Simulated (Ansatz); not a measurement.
Results of dielectric-dependent PBEsol hybrid (Ansatz, a quantum-chemistry and plane-wave program, plane waves, PAW) for Si (C2/m, No. 12, 8 atoms in the cell; start mp-1079297; another form than the element's usual one).

Run with plane-wave cutoff 460 eV, 6×6×4 k mesh (along the axes of the cell as run), Fermi–Dirac smearing 0.01 eV, scalar-relativistic PAW data made under PBE.

The cell is the one relaxed with PBEsol. Conventional cell: a = 13.8034 Å, b = 3.8395 Å, c = 6.3266 Å, α = 90.00°, β = 96.76°, γ = 90.00°.

```yaml
crystal:
  lattice:
    - [6.90169, -1.91975, 0.00017]
    - [6.90169, 1.91975, 0.00017]
    - [-0.74536, 0.00000, 6.28257]
  atoms:
    - { symbol: Si, position: [0.05532, 0.05532, 0.87337] }
    - { symbol: Si, position: [0.94468, 0.94468, 0.12663] }
    - { symbol: Si, position: [0.55908, 0.55908, 0.65330] }
    - { symbol: Si, position: [0.44092, 0.44092, 0.34670] }
    - { symbol: Si, position: [0.21255, 0.21255, 0.05704] }
    - { symbol: Si, position: [0.78745, 0.78745, 0.94296] }
    - { symbol: Si, position: [0.72703, 0.72703, 0.58571] }
    - { symbol: Si, position: [0.27297, 0.27297, 0.41429] }
```

List the 22 lowest band energies at Γ above −25 eV (eV, relative to the valence band maximum), grouping those that round alike.

At Γ: -12.68, -10.34, -10.13, -9.54, -7.61, -7.06, -5.52, -4.76, -3.63, -2.94, -2.40, -1.22, -0.92, -0.79, -0.40, 0.00, 0.76, 1.75, 1.97, 2.25, 2.55, 2.79.

Note: the run warned that its exchange threshold was loose for the stress; cell and atoms aren't relaxed at this level (pressure -0.3 GPa).

A start named mp-… is a Materials Project structure, which need not be a measured phase.
